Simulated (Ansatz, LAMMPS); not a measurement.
## Ge sphere of 99 atoms, radius 0.80 nm, coherent in Si, 5x5x5 cubic cells at the host's lattice parameter

Cell 27.35 × 27.35 × 27.35 Å, Si901Ge99, 1000 atoms. Prepared with Tersoff's 1989 multicomponent potential (SiCGe.tersoff) run with LAMMPS: minimisation. 

Level of theory: PBE, support functions at accuracy medium on the grid of 370 eV (norm-conserving potentials; Ansatz, an electronic-structure program).

Basis: localised support functions (accuracy medium) on a full density matrix. k-points: zone centre alone; occupations: Fermi-Dirac, 0.010 eV; spin polarisation not allowed. Scalar-relativistic, no spin-orbit coupling.

```yaml
energy over the perfect crystal(s), per atom: 7 meV/atom
Kohn-Sham gap of the cell on its k-mesh: 0.45 eV
weight_of_the_highest_filled_level_on_the_dot: 0.38
weight_of_the_lowest_empty_level_on_the_dot: 0.04
coordination (neighbours within 2.831 Å): 100.0 % 4-fold
Ge-Ge bonds, mean ± spread: 2.430 ± 0.007 Å
Ge-Si bonds, mean ± spread: 2.395 ± 0.008 Å
Si-Si bonds, mean ± spread: 2.362 ± 0.005 Å
bond angles, mean ± spread: 109.5° ± 0.9°
pressure: 1.10 GPa
cost_of_the_final_run: very roughly 70 core-minutes, 18 SCF iterations, 20 GiB
```
